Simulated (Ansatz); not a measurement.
GaAs under load (space group I-4m2), r2SCAN with spin-orbit coupling, rigid bands (Ansatz, a quantum-chemistry and plane-wave program). Condition of this run: biaxial stress xx = yy = 2 GPa (compression positive) (the target of the relaxation). Band gap 0.94 eV, N_c = 3.80e17 cm⁻³ and N_v = 3.66e18 cm⁻³ at 300 K, conductivity masses along z (a = (0.00, 2.79, 2.87) Å; b = (2.79, 0.00, 2.87) Å; c = (2.79, 2.79, 0.00) Å) of 0.0669 mₑ (electrons) and 0.457 mₑ (holes). Take k_BT = 0.02585 eV.

Task: What built-in voltage has an abrupt junction with N_A = 1e16 and N_D = 1e17 cm⁻³, all dopants ionised?

Result: V_bi = E_g/e − (k_BT/e) ln(N_c N_v/(N_A N_D)) = 0.94 − 0.02585 × 7.24 = 0.75 V, for the computed gap.

Task: Find the intrinsic carrier density and the intrinsic Fermi level.

Result: n_i = √(N_c N_v) exp(−E_g/2k_BT) = 1.18e18 × exp(−18.18) = 1.5e10 cm⁻³. The level lies (k_BT/2) ln(N_v/N_c) = 29 meV from mid-gap (positive towards the conduction band). Each 0.1 eV added to the gap lowers n_i by a factor of 6.9.

Task: What thermal injection velocity √(2k_BT/πm) limits a ballistic channel along the direction named?

Result: 2.08e7 cm/s for electrons and 7.96e6 cm/s for holes, a ratio of √(m_h/m_e) = 2.61, for dilute carriers.

Rigid bands with the computed gap; masses take one relaxation time for all states.
